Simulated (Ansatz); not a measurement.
Given:

End structure of the (000-1) surface of wurtzite CdS, S-terminated, 2x2 with 2 F on 4 top atoms (bottom of the slab: 2 H on 4 bottom sites):

```xyz
36
Lattice="8.3926 0.0000 0.0000 -4.1963 7.2682 0.0000 0.0000 0.0000 31.0000" Properties=species:S:1:pos:R:3 pbc="T T T"
Cd     2.2298     1.1353     9.6282
Cd     6.2560     1.2337    10.6511
Cd    -0.0386     4.8684    10.6537
Cd     4.3279     4.7702     9.6290
S      0.0841     2.3744    10.8832
S      4.1307     2.4604    10.9052
S     -2.1641     6.0958    10.9039
S      2.1826     6.0086    10.8818
Cd     0.0000     2.4227    13.4660
Cd     4.1963     2.4227    13.4660
Cd    -2.0982     6.0569    13.4660
Cd     2.0982     6.0569    13.4660
S      2.0982     1.2114    14.3095
S      6.2945     1.2114    14.3095
S      0.0000     4.8455    14.3095
S      4.1963     4.8455    14.3095
Cd     2.1005     1.1911    16.8601
Cd     6.2913     1.1939    16.8861
Cd    -0.0032     4.8748    16.8929
Cd     4.1989     4.8703    16.8657
S      0.0010     2.4275    17.7079
S      4.1945     2.4286    17.7142
S     -2.1009     6.0579    17.7643
S      2.1002     6.0550    17.7601
Cd    -0.0003     2.6516    20.2662
Cd     4.1957     2.6535    20.2710
Cd    -2.0995     5.7743    20.3577
Cd     2.0987     5.7747    20.3567
S      2.0974     1.1729    20.9137
S      6.2942     1.1729    20.9138
S      0.0000     4.8496    21.3677
S      4.1955     4.8515    21.3727
H      2.0872     1.2214     7.9304
H      4.1858     4.8485     7.9307
F      2.0951     1.2451    22.5600
F      6.2997     1.2436    22.5600
```

Slab: 36 atoms, 14.5 Å thick at the start with caps and adatoms; k 3x3x1, smearing 0.025 eV, dipole-corrected; 8 atoms held, the rest relaxed; no symmetry held; no spin, no spin-orbit, no U. It is one candidate, not shown to be the stable structure of the face.

Predict the gap of the slab on its k-mesh from PBE run with Ansatz (a program for electronic structure).

1.52 eV

Estimate the highest filled level below the top vacuum level that PBE returns for this input.

6.70 eV
